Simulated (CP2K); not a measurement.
CP2K run on SrAl2 (Imma, 6 atoms in the cell): self-consistent single point.

Level of theory: PBEsol, GPW, DZVP-MOLOPT-SR-GTH basis, GTH-PBE potentials (GTH_POTENTIALS) (CP2K).

```xyz
6
Lattice="6.2377 0.0000 0.0000 -0.9829 6.1598 0.0000 -0.9609 -4.5015 4.2097" Properties=species:S:1:pos:R:3 pbc="T T T"
Sr     0.6118     0.0137     3.1573
Sr     3.6821     1.6445     1.0524
Al     0.4498     3.2281     1.8163
Al     3.8441    -1.5699     2.3934
Al     4.7724     4.8618     0.2885
Al    -0.4785    -3.2036     3.9212
```

Reference input (self-consistent single point, DFT LDA (Pade form), GPW, DZVP-MOLOPT-SR-GTH basis, GTH-PADE potentials (GTH_POTENTIALS)): CUTOFF = 500 Ry; REL_CUTOFF = 50 Ry; SMEAR/METHOD = GAUSSIAN; SIGMA = 0.1 eV; KPOINTS/SCHEME = MONKHORST-PACK 6 6 6; GAMMA_CENTERED = T; XC_FUNCTIONAL = PADE; Sr/BASIS_SET = DZVP-MOLOPT-SR-GTH-q10; Sr/POTENTIAL = GTH-PADE-q10; Al/BASIS_SET = DZVP-MOLOPT-SR-GTH-q3; Al/POTENTIAL = GTH-PADE-q3; METHOD = GPW. This run's input differs from it in these lines:

```diff
@@ -44,3 +44,6 @@
     &XC
-      &XC_FUNCTIONAL PADE
+      &XC_FUNCTIONAL
+        &PBE
+          PARAMETRIZATION PBESOL
+        &END PBE
       &END XC_FUNCTIONAL
@@ -79,3 +82,3 @@
       BASIS_SET DZVP-MOLOPT-SR-GTH-q10
-      POTENTIAL GTH-PADE-q10
+      POTENTIAL GTH-PBE-q10
     &END KIND
@@ -83,3 +86,3 @@
       BASIS_SET DZVP-MOLOPT-SR-GTH-q3
-      POTENTIAL GTH-PADE-q3
+      POTENTIAL GTH-PBE-q3
     &END KIND
```

Output, abridged:

```
 SCF WAVEFUNCTION OPTIMIZATION

  Step     Update method      Time    Convergence         Total energy    Change
     1 NoMix/Diag. 0.30E+00      -     1.82855506       -70.2143664781 -7.02E+01
     2 Broy./Diag. 0.30E+00      -     0.00363758       -70.0384779218  1.76E-01
     3 Broy./Diag. 0.30E+00      -     0.02004426       -69.6368704935  4.02E-01
     4 Broy./Diag. 0.30E+00      -     0.00365529       -69.6128976842  2.40E-02
     5 Broy./Diag. 0.30E+00      -     0.00470574       -69.6496005866 -3.67E-02
     6 Broy./Diag. 0.30E+00      -     0.00215512       -69.6534272735 -3.83E-03
   [... 7 lines left out ...]
    14 Broy./Diag. 0.30E+00      -     0.00000190       -69.6480546001  1.50E-05
    15 Broy./Diag. 0.30E+00      -     0.00000050       -69.6480587387 -4.14E-06
    16 Broy./Diag. 0.30E+00      -     0.00000047       -69.6480649934 -6.25E-06
    17 Broy./Diag. 0.30E+00      -     0.00000007       -69.6480647058  2.88E-07
  *** SCF run converged in    17 steps ***

  Overlap energy of the core charge distribution:               0.00000000000000
  Self energy of the core charge distribution:               -140.10707991435950
  Core Hamiltonian energy:                                     30.12666668317707
  Hartree energy:                                              51.96305371020259
  Exchange-correlation energy:                                -11.63038542544436
  Smearing free energy correction:                             -0.00031975936900
  Fermi energy:                                                 0.20238285100727

  Total energy:                                               -69.64806470579357
  Total energy (extrapolated to sigma->0):                    -69.64790482610907

                     Mulliken Population Analysis

   [... lines left out ...]

 STRESS| Analytical stress tensor [bar]
 STRESS|                        x                   y                   z
 STRESS|      x       -3.13180608254E+04   1.85914520454E+03   1.67346574453E+03
 STRESS|      y        1.85914520454E+03  -3.07247523188E+04  -1.42710618991E+03
 STRESS|      z        1.67346574453E+03  -1.42710618991E+03  -3.51919565208E+04
 STRESS| 1/3 Trace                                            -3.24115898883E+04
```

The run converged in 17 iterations. Against the reference run the pressure goes from -5.15 to -3.24 GPa and the largest force goes from 0.151 to 0.079 eV/Å.

The starting cell comes from a database of computed structures (which also holds hypothetical and non-ambient phases and stackings), without a prior relaxation at this level. Its lattice was rescaled by a random factor within 2.5 % of one. Values carry the incompleteness of an atom-centred basis. The potentials were made for another functional than the one used. With a pressure of about -3 GPa the cell is away from its equilibrium volume at this level.

Cost on one core of a shared machine: roughly 80 s.
